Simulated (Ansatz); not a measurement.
What strain tensor (xx, yy, zz, yz, xz, xy) = (+2.73, −1.17, −1.13, −1.91, −0.75, −1.64) % does to hypothetical diamond Zr

Take Zr in the diamond structure (space group Fd-3m, No. 227; a = 6.288 Å; a hypothetical phase, not in the database extracts checked; relaxed with 0.1 eV smearing) as the base. Axes: x, y, z lie along the cube axes.

Perturbation: the symmetric strain tensor [0.0273 -0.0163 -0.0075; -0.0163 -0.0117 -0.0191; -0.0075 -0.0191 -0.0113], atoms relaxed at fixed cell.

Level of theory: PBE (Ansatz, a first-principles code, PAW, without spin-orbit coupling). Settings: 16×16×16 k-points, 0.1 eV Fermi–Dirac smearing.

```json
[
 {"quantity": "volume per atom", "base": "31.07 Å³", "changed": "31.17 Å³", "shift": "+0.10 Å³"},
 {"quantity": "space group", "base": "Fd-3m (No. 227)", "changed": "P-1 (No. 2)", "shift": "–"},
 {"quantity": "shortest interatomic distance", "base": "2.723 Å", "changed": "3.107 Å", "shift": "+0.384 Å"},
 {"quantity": "energy relative to the base (free energy F)", "base": "0 meV/atom", "changed": "-1.276 eV/atom", "shift": "-1.276 eV/atom"},
 {"quantity": "pressure (mean of the normal stresses, compression positive)", "base": "0.0 GPa", "changed": "-10.3 GPa", "shift": "-10.3 GPa"},
 {"quantity": "band gap", "base": "zero", "changed": "zero", "shift": "–"},
 {"quantity": "largest internal atomic displacement", "base": "–", "changed": "1.324 Å", "shift": "–"},
 {"quantity": "stress (xx, yy, zz, yz, xz, xy; compression positive)", "base": "–", "changed": "(-10.7, -10.1, -10.1, -1.1, -0.4, -0.8) GPa", "shift": "–"}
]
```

Final structure:

```
CELL_PARAMETERS angstrom
     -0.07498     3.04718     3.04843
      3.20610    -0.11129     3.08475
      3.17828     3.05566    -0.08347
ATOMIC_POSITIONS crystal
  Zr 0.37488 0.37499 0.37497
  Zr 0.87512 0.87501 0.87503
```

Whether these cells are dynamically stable was not tested. The final runs are not spin-polarised. Under strain tensor (xx, yy, zz, yz, xz, xy) = (+2.73, −1.17, −1.13, −1.91, −0.75, −1.64) % the cell ends below the base's energy or with stress of the wrong sign: the atoms slid into a distortion or the cell is elastically unstable, so the base is not a stable minimum at this level. Zr has a high density of states at the Fermi level and may be magnetic at this level.
